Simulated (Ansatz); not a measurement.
**Ta: transverse stress against strain**

Ta (bcc, Im-3m, 17.228 Å³/atom at rest, cube axes along x, y and z) under a strain ε along a cube axis (axis z), the other axes held. LDA in Ansatz, a plane-wave DFT program (PAW, default set), 420 eV, 28×28×28 Γ-centred mesh, Fermi-Dirac smearing 0.10 eV; ions are relaxed within the symmetry of each cell. Stress is positive for a compressed cell.

Here s stands for strain and y for stress xx.

| strain (%) | stress xx (GPa) |
|---|---|
| -3.00 | ? |
| -1.50 | 2.75 |
| -1.00 | 1.80 |
| -0.50 | 0.89 |
| 0.00 | 0.00 |
| 0.50 | -0.87 |
| 1.00 | -1.71 |
| 1.50 | -2.52 |

The 7 complete rows are fitted with a straight line, y against s. Means: s 0, y 0.049. About the means, the sum of products is -12.295 and the sum of squares of s is 7.0000; the slope is their ratio. Least squares gives y = 0.049 - 1.7564·s. Residuals (row less fit): 0.066, -0.005, -0.037, -0.049, -0.041, -0.003, 0.066; standard error 0.053 (degrees of freedom: 5). The slope gives the elastic constant C12 = 176 ± 2 GPa.

Estimate the missing y (s = -3.00); what did the run itself give?

y = 0.049 - 1.7564 × (-3.0) = 5.318 GPa. The calculation gives 5.75 GPa, 0.432 GPa above the prediction (5.2 % of the range of y in the table). The row lies outside the fitted rows, so this is an extrapolation. From the scatter of the fitted rows alone, a prediction at this place has a standard error of 0.083 GPa, so the miss is 5.2 times that.

One order more, fitted to all 13 runs of the series, follows each within 0.01, so the miss is the next term of a smooth law. In a metal these values are sensitive to mesh and smearing; energies are taken to zero smearing, stresses follow the free energy. Rows are the converged runs of the series near zero and its far end; series whose fitted rows scatter by over a few per cent of the range, as at a crossing or softening among them, aren't shown in this form. Most that stay on the fit to the last digits aren't either.
